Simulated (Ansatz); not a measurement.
Subject: the energy of one form of Si over another. The value is E(A) − E(B), in meV per atom.

A: Si (Fd-3m), 34 atoms in the cell, k-point mesh 4×4×4 on the run's own vectors.
```
Si
1.0
    0.00000     7.37226     7.37226
    7.37226     0.00000     7.37226
    7.37226     7.37226     0.00000
Si
34
Cartesian
 11.05840  11.05840  11.05840
  7.37226   7.37226   7.37226
 12.41569  12.41569  12.41569
  6.01497   6.01497   6.01497
 12.41569   9.70110   9.70110
  8.72956   8.72956   6.01497
  9.70110  12.41569   9.70110
  6.01497   8.72956   8.72956
  9.70110   9.70110  12.41569
  8.72956   6.01497   8.72956
  7.43936  11.90607  10.21072
 10.21072   7.43936  11.90607
 11.90607  10.21072   7.43936
 10.99130   8.21994   6.52459
  8.21994   6.52459  10.99130
  6.52459  10.99130   8.21994
 14.67744  10.21072  10.21072
 11.90607  14.67744  11.90607
 10.21072  11.90607   7.43936
 10.99130   6.52459   8.21994
  8.21994   8.21994   3.75322
  6.52459   3.75322   6.52459
  7.43936  10.21072  11.90607
 10.21072  14.67744  10.21072
 11.90607  11.90607  14.67744
  3.75322   8.21994   8.21994
  6.52459   6.52459   3.75322
  8.21994  10.99130   6.52459
 14.67744  11.90607  11.90607
 11.90607   7.43936  10.21072
 10.21072  10.21072  14.67744
  3.75322   6.52459   6.52459
  6.52459   8.21994  10.99130
  8.21994   3.75322   8.21994
```

B: Si (diamond, Fd-3m), 2 atoms in the cell, k-point mesh 10×10×10 on the run's own vectors.
```
Si
1.0
    0.00000     2.73499     2.73499
    2.73499     0.00000     2.73499
    2.73499     2.73499     0.00000
Si
2
Cartesian
  4.10249   4.10249   4.10249
  2.73499   2.73499   2.73499
```

Computed with Ansatz (plane waves, PAW), its default PAW set, cutoff 420 eV, 500 eV for r2SCAN. The structures are at rest with PBE; other levels are single points on them. HSE06 runs on coarser k-point meshes, mended by the PBE difference between the two meshes. Neutral cells; Fermi-Dirac smearing of at most 0.05 eV in the solids, energies taken to zero width. The lattices are those relaxed with PBE, so at other levels the solids can be strained, which adds to the spread. Larger cells are relaxed from a start prepared with the learned potential CHGNet, on a coarser mesh till forces fall under 0.03 eV/Å, which some starts already meet. A dispersion term (D3(BJ), or D4 for r2SCAN) was computed beside these levels and is taken off wherever the name lacks it. No zero-point or thermal terms. No structure search was made; lower ones may exist. No phonons were computed, so the higher form may be unstable once its symmetry is let go.

**Question.** Estimate the value that r2SCAN returns for this input.

**Answer.** 81 meV/atom for A less B, so Si (diamond, Fd-3m) (B) lies lower.

**Question.** List the value at the remaining levels and say how far they part.

**Answer.** 
```tsv
Functional	value (meV/atom)	less r2SCAN
PBE	51	-30
HSE06	65	-16
```

The levels span 30 meV/atom, from PBE (51) to r2SCAN (81).

Ansatz is a program for electronic structure.
